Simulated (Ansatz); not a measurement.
Base system: CuI in the zinc blende structure (space group F-43m, No. 216; a = 6.023 Å). Axes: x, y, z lie along the cube axes.

Level of theory: r2SCAN (Ansatz, a quantum-chemistry and plane-wave program; PAW; 500 eV plane waves; no spin-orbit coupling).

Base values:

| Property | Result |
|---|---|
| Valley order | Γ 1.67 eV; L along ⟨111⟩ 2.57 eV; X along ⟨100⟩ 2.90 eV |

One thing is altered: strain tensor (xx, yy, zz, yz, xz, xy) = (+1.07, −1.40, −0.92, −0.17, −0.68, +1.23) %, atoms relaxed at fixed cell.

Predict the new valley order.

The valley order (the lowest conduction-band minima on the path, energy above the VBM, named in the base's zone) goes from Γ 1.67 eV; L along ⟨111⟩ 2.57 eV; X along ⟨100⟩ 2.90 eV to Γ 1.68 eV; L along [1-11] 2.42 eV; L along [1-1-1] 2.50 eV; L along [111] 2.58 eV.

Predict the new largest internal atomic displacement.

The largest internal atomic displacement comes out as 0.020 Å.

Spin-orbit coupling, missing from the scalar runs, can matter with I. The levels and masses belong to the bands next to the band gap. Stability against distortions was not tested. All final runs are without spin polarisation.
